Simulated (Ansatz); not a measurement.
Element substitutions in hypothetical zinc blende KF

Start from KF in the zinc blende structure (space group F-43m, No. 216; a = 5.8464 Å; a hypothetical phase, not in the database extracts checked).

Each row replaces one element on all its sites; cell and atoms are relaxed.

Computed with Ansatz (a first-principles code) PBEsol, no SOC.

```csv
case,gap character,lattice parameter a,band gap
base,"indirect, X → Γ",5.846 Å,5.26 eV
F → Br,"indirect, L → Γ",7.313 Å,4.33 eV
F → I,direct at Γ,7.849 Å,…
F → Cl,"indirect, X → Γ",6.954 Å,…
K → Li,direct at Γ,…,7.67 eV
```

### Question
What belongs in the blanks?

### Answer

- F → I, band gap: 3.97 eV
- F → Cl, band gap: 4.84 eV
- K → Li, lattice parameter a: 4.311 Å

Spin-orbit coupling, missing from the scalar runs, can matter with I. No phonon test of stability was made. As relaxed here, KBr, KI, KCl and LiF are hypothetical phases, not in the database extracts checked.
